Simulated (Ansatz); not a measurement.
## How far PBE and r2SCAN part for SnTe, pressure −2 GPa

The reference is SnTe in the rock salt structure (space group Fm-3m, No. 225; a = 6.409 Å).

(Cell as relaxed with PBE.)

Levels (all Ansatz, a program for electronic structure, PAW, earlier PAW set): PBE (420 eV, without spin-orbit coupling); r2SCAN (500 eV, spin-orbit coupling left out).

Each level relaxes its own structure.

| base | PBE | r2SCAN |
|---|---|---|
| volume per atom | 32.91 Å³ | 32.33 Å³ |
| lattice parameter a | 6.409 Å | 6.371 Å |
| band gap | 0.05 eV | 0.13 eV |

It is then changed as follows: a negative pressure, −2 GPa.

| quantity | PBE | r2SCAN |
|---|---|---|
| hole mass | 0.10 mₑ along k, 0.043 mₑ across (at L) | 0.13 mₑ along k, 0.031 mₑ across (at L) |
| band gap | 0.20 eV | 0.28 eV |
| volume per atom | 34.81 Å³ | 34.01 Å³ |

PBE's band gap lies 0.08 eV below r2SCAN's; PBE's volume per atom lies 0.794 Å³ above r2SCAN's (2.3 %). Neither level is exact; r2SCAN is the comparison here, not a measurement.

With Te present, leaving out spin-orbit coupling can change the band edges. Load acts through the strain it causes; cell and atoms are relaxed under it. Masses are band curvatures over ±0.01 Å⁻¹ around the edge. Along k means along the line from Γ to the band edge. Stability against distortions was not tested. A zero or small gap of SnTe can be the functional's error rather than a property of the material.
